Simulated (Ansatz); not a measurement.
ZnS in the wurtzite structure (space group P6_3mc, No. 186)

```
ZnS
1.0
    3.78216     0.00000     0.00000
   -1.89108     3.27545     0.00000
    0.00000     0.00000     6.20765
Zn S
2 2
Direct
  0.33333   0.66667   0.00042
  0.66667   0.33333   0.50042
  0.33333   0.66667   0.37458
  0.66667   0.33333   0.87458
```

Computed with PBEsol (Ansatz, a program for electronic structure), scalar-relativistic without spin-orbit coupling. Γ-centred 10×10×6 mesh, Fermi–Dirac width 0.05 eV.

```json
{
  "volume_per_atom": "19.23 Å³",
  "density": "4.21 g/cm³",
  "band_gap": "2.15 eV, direct at Γ",
  "electron_mass": "0.16 mₑ along c, 0.18 mₑ across",
  "total_energy": "-2083.718 eV/atom (σ→0; compares only within this code and set-up)"
}
```

Effective masses come from finite differences of ±0.01 Å⁻¹. Whether these cells are dynamically stable was not tested.
